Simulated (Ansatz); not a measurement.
Take Lu in the hcp (Mg type) structure (space group P6_3/mmc, No. 194; a = 3.504 Å, c = 5.452 Å) as the base. Axes: x lies along a and z along c of the hexagonal cell.

Calculations: Ansatz (a first-principles code) r2SCAN, no spin-orbit coupling.

Base values:

The shortest interatomic distance comes out as 3.395 Å and the band gap is zero.

Perturbation: a free-standing slab of 6 layers (6 atoms, 1 a layer) is cut normal to the z axis, with 15 Å of vacuum and the in-plane cell held at bulk.

What happens to the excess energy per area of both faces?

The excess energy per area of both faces (slab less bulk energy over the cell's area: twice a surface energy) is 2.6 J/m² (uncertain by up to 0.09 J/m²).

Estimate the effect on the change of the spacing d23 from its bulk value of 2.726 Å.

The change of the spacing d23 from its bulk value of 2.726 Å comes out as +0.8 %.

Estimate the effect on the shortest interatomic distance.

The shortest interatomic distance shrinks by 0.016 Å (3.395 Å → 3.379 Å).

What does the calculation give for the band gap after the change?

The band gap remains zero.

Predict the new change of the spacing d12 from its bulk value of 2.726 Å.

The change of the spacing d12 from its bulk value of 2.726 Å is -0.7 %.

Slab and bulk use different k-meshes, which limits the precision of the excess energy. No phonon test of stability was made.
